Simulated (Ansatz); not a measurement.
**A computed series for Al2Au: pressure series**

Base system: Al2Au (space group Fm-3m, No. 225).

```
CELL_PARAMETERS angstrom
      0.00000     3.00121     3.00121
      3.00121     0.00000     3.00121
      3.00121     3.00121     0.00000
ATOMIC_POSITIONS crystal
  Al 0.25000 0.25000 0.25000
  Al 0.75000 0.75000 0.75000
  Au 0.00000 0.00000 0.00000
```

Cell and atoms are relaxed at each pressure.

The values are results of Ansatz (an electronic-structure program) PBEsol, no spin-orbit coupling, not measurements.

Two rows of this table had their results exchanged by mistake.

```
pressure          volume per atom (Å³)  shortest distance (Å)  band gap
----------------  --------------------  ---------------------  --------
pressure −2 GPa                  16.75                  2.537      zero
pressure −1 GPa                  18.18                  2.607      zero
pressure 0.3 GPa                 17.98                  2.597      zero
pressure 0.7 GPa                 17.91                  2.594      zero
pressure 1.5 GPa                 17.80                  2.588      zero
pressure 3 GPa                   17.59                  2.578      zero
pressure 5 GPa                   17.33                  2.565      zero
pressure 7.5 GPa                 17.03                  2.550      zero
pressure 10 GPa                  18.35                  2.615      zero
```

Task: Which two?

Result: The rows for pressure −2 GPa and pressure 10 GPa: the volume has to fall steadily with pressure, so 18.35 Å³ belongs to pressure −2 GPa and 16.75 Å³ to pressure 10 GPa.

Load acts through the strain it causes; cell and atoms are relaxed under it. Whether these cells are dynamically stable was not tested. Competing high-pressure phases were not computed.
